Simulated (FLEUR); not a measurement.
Worked example: self-consistent single point of GaBi (F-43m, 2 atoms in the cell) in FLEUR.

Method of the run: LDA (Vosko-Wilk-Nusair), all-electron FLAPW (FLEUR), scalar-relativistic valence in FLEUR.

The change in words: lattice scaled by 0.98. Reference geometry:
```
GaBi
1.0
    0.00000     3.18267     3.18267
    3.18267     0.00000     3.18267
    3.18267     3.18267     0.00000
Ga Bi
1 1
Direct
  0.25000   0.25000   0.25000
  0.00000   0.00000   0.00000
```

Reference input (self-consistent single point, DFT, LDA (Vosko-Wilk-Nusair), all-electron FLAPW (FLEUR), scalar-relativistic valence): Kmax = 4.1 1/bohr; GmaxXC = 12.3 1/bohr; xcFunctional = vwn; jspins = 1; l_soc = F; mode = gauss; fermiSmearingEnergy = 0.00734986 Htr; mesh (inpgen div1-3) = 12 12 12; inpgen gamma flag = true; Gmax = 12.3 1/bohr; numbands = 0; maxIterBroyd = 15. This run's input differs from it in these lines:

```diff
@@ -3,5 +3,5 @@
 &input film=f /
-0.0000000000 6.0143651964 6.0143651964
-6.0143651964 0.0000000000 6.0143651964
-6.0143651964 6.0143651964 0.0000000000
+-0.0000000000 5.8940784594 5.8940784594
+5.8940784594 0.0000000000 5.8940784594
+5.8940784594 5.8940784594 0.0000000000
 1.0
@@ -44,5 +44,5 @@
          <bravaisMatrix>
-            <row-1>    0.0000000000000000     6.0143651964000000     6.0143651964000000</row-1>
-            <row-2>    6.0143651964000000     0.0000000000000000     6.0143651964000000</row-2>
-            <row-3>    6.0143651964000000     6.0143651964000000     0.0000000000000000</row-3>
+            <row-1>    0.0000000000000000     5.8940784594000002     5.8940784594000002</row-1>
+            <row-2>    5.8940784594000002     0.0000000000000000     5.8940784594000002</row-2>
+            <row-3>    5.8940784594000002     5.8940784594000002     0.0000000000000000</row-3>
          </bravaisMatrix>
```

Output, abridged:

```
 Iteration:     1   Distance:       5.74778932 me/bohr^3
 Iteration:     2   Distance:       5.36478646 me/bohr^3
 Iteration:     3   Distance:       2.30797724 me/bohr^3
 Iteration:     4   Distance:       0.40181907 me/bohr^3
 Iteration:     5   Distance:       0.33795411 me/bohr^3
   [... 6 lines left out ...]
 Iteration:    12   Distance:       0.00012602 me/bohr^3
 Iteration:    13   Distance:       0.00009679 me/bohr^3
 Iteration:    14   Distance:       0.00002709 me/bohr^3
 Iteration:    15   Distance:       0.00000101 me/bohr^3
 Run finished successfully
 Stop message:
   Structural relaxation: Done

[file out, last iteration]
             iter=     16
[...]
          total density-effective poten   -4.1687911460E+04
          total charge density-energy d   -4.6003864567E+02
 Updated energy parameters for spin:           1
[...]
 fermi energy and band-weighting factors:

[...]
FERMIE:
          first approx. to ef    (T=0)  :   0.206478 htr   (energy of the highest occ. eigenvalue)
          number of occ. states  (T=0)  :       1007
          first approx. to seigv (T=0)  :  -9.654703 htr
          sum of weights of occ. states :  14.001157
          sum of semicore charge        :   0.000000 e
          fermi energy=   0.20627 har   work function=  -5.61299 ev
          number of valence electrons=  28.00000
     band-weighting factor for spin=    1
   [... lines left out ...]
          total moment                 =     0.00000
 Direct bandgap for spin            1 :    2.2772909940213554E-002  Htr
 ---->    free energy=                    -23511.4294370735 htr
   [... lines left out ...]
      extrapolation for T->0
 ---->    total electron energy=          -23511.4294370735 htr
 ***** TOTAL FORCES ON ATOMS *****
 TOTAL FORCE FOR ATOM TYPE=  1  X=  2.947   Y=  2.947   Z=  2.947
                       FX_TOT= 0.000000 FY_TOT= 0.000000 FZ_TOT= 0.000000
 TOTAL FORCE FOR ATOM TYPE=  2  X=  0.000   Y=  0.000   Z=  0.000
                       FX_TOT= 0.000000 FY_TOT= 0.000000 FZ_TOT= 0.000000
 Structural relaxation: Done
```

The run converged in 15 iterations. FLEUR gives forces in its relaxation mode, with a further iteration, so its stop message speaks of a relaxation. Against the reference run the total energy falls by 8.0 meV/atom.

The starting cell comes from a database of computed structures (which also holds hypothetical and non-ambient phases and stackings), without a prior relaxation at this level. For this run, on top of that: lattice scaled by 0.98. Spin-orbit coupling is off. Values depend on the basis (sphere radii, cutoffs, local orbitals), which need not be converged. The log's line on a gap gives a spacing of levels on this mesh, which the program prints for metals too.

Cost on one core of a shared machine: roughly 2 min.
